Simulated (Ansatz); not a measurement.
The parent structure is MgTe in the zinc blende structure (space group F-43m, No. 216; a = 6.5094 Å).

The values are results of Ansatz (a quantum-chemistry and plane-wave program) PBE, without spin-orbit coupling, not measurements.

Base values:

- Valley order = Γ 2.33 eV; X along ⟨100⟩ 2.88 eV; L along ⟨111⟩ 3.17 eV
- Width of the top valence band = 1.39 eV
- Pressure = -0.01 GPa

One thing is altered: the cell is scaled by 0.9850 in all directions; the atoms relax in the strained cell.

Question: What does the calculation give for the valley order, width of the top valence band, pressure and energy relative to the base after the change?

Answer: The valley order (the lowest conduction-band minima on the path, energy above the VBM, named in the base's zone) changes from Γ 2.33 eV; X along ⟨100⟩ 2.88 eV; L along ⟨111⟩ 3.17 eV to Γ 2.53 eV; X along ⟨100⟩ 2.82 eV; L along ⟨111⟩ 3.28 eV; the width of the top valence band increases by 0.10 eV to 1.49 eV; the pressure grows by 1.69 GPa (-0.01 GPa → 1.68 GPa); the energy grows by 7.7 meV/atom.

Spin-orbit coupling, missing from the scalar runs, can matter with Te. The levels and masses belong to the bands next to the band gap. No phonon test of stability was made.
